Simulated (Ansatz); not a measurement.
# Effect of biaxial strain −1.25 %, plane normal [111], relaxed out of plane on NaF

Take NaF in the rock salt structure (space group Fm-3m, No. 225; a = 4.629 Å) as the base. Axes: x, y, z lie along the cube axes.

Now apply this change: compressive biaxial strain of 1.25 % in the plane normal to [111], as in epitaxy on a mismatched substrate; the out-of-plane cell vector and the atoms relax.

All numbers come from Ansatz (a first-principles code), PBEsol, PAW, cutoff 420 eV, no spin-orbit coupling. k-mesh 12×12×12 (Γ-centred); smearing 0.05 eV (Fermi–Dirac).

| quantity | base | changed | shift |
|---|---|---|---|
| volume per atom | 12.40 Å³ | 12.20 Å³ | -0.20 Å³ |
| space group | Fm-3m (No. 225) | R-3m (No. 166) | – |
| energy relative to the base (free energy F) | 0 meV/atom | +1.2 meV/atom | +1.2 meV/atom |
| pressure (mean of the normal stresses, compression positive) | 0.00 GPa | 0.82 GPa | +0.82 GPa |
| band gap (an upper bound: an edge found on the path is not a true extremum; the changed cell) | 6.20 eV | 6.26 eV | +0.06 eV |
| out-of-plane strain | – | +0.89 % | – |
| ratio −ε⊥/ε∥ | – | 0.71 | – |

Whether these cells are dynamically stable was not tested.
